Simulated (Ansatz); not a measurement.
The reference is Hf in the hcp (Mg type) structure (space group P6_3/mmc, No. 194; a = 3.204 Å, c = 5.072 Å; relaxed with 0.1 eV smearing).

(Cell as relaxed with PBE.)

Levels (all Ansatz, an electronic-structure program, PAW, earlier PAW set): PBE (420 eV, without spin-orbit coupling); r2SCAN (500 eV, scalar-relativistic without spin-orbit coupling).

Each level relaxes its own structure.

| base | PBE | r2SCAN |
|---|---|---|
| volume per atom | 22.55 Å³ | 22.36 Å³ |
| lattice parameter a | 3.204 Å | 3.198 Å |
| band gap | zero | zero |

It is then changed as follows: an isotropic linear strain of −0.90 %, atoms relaxed at fixed cell.

```json
[
 {"quantity": "energy relative to the base (free energy F)", "PBE": "+5.6 meV/atom", "r2SCAN": "___"},
 {"quantity": "pressure (mean of the normal stresses, compression positive)", "PBE": "3.0 GPa", "r2SCAN": "___"},
 {"quantity": "band gap", "PBE": "zero", "r2SCAN": "___"}
]
```

Q: Given the PBE results, estimate those of r2SCAN.

A: 
- energy relative to the base (free energy F), r2SCAN: +5.7 meV/atom
- pressure (mean of the normal stresses, compression positive), r2SCAN: 3.1 GPa
- band gap, r2SCAN: zero

The two agree on the band gap. Neither level is exact; r2SCAN is the comparison here, not a measurement.

No phonon test of stability was made. The final runs are not spin-polarised.
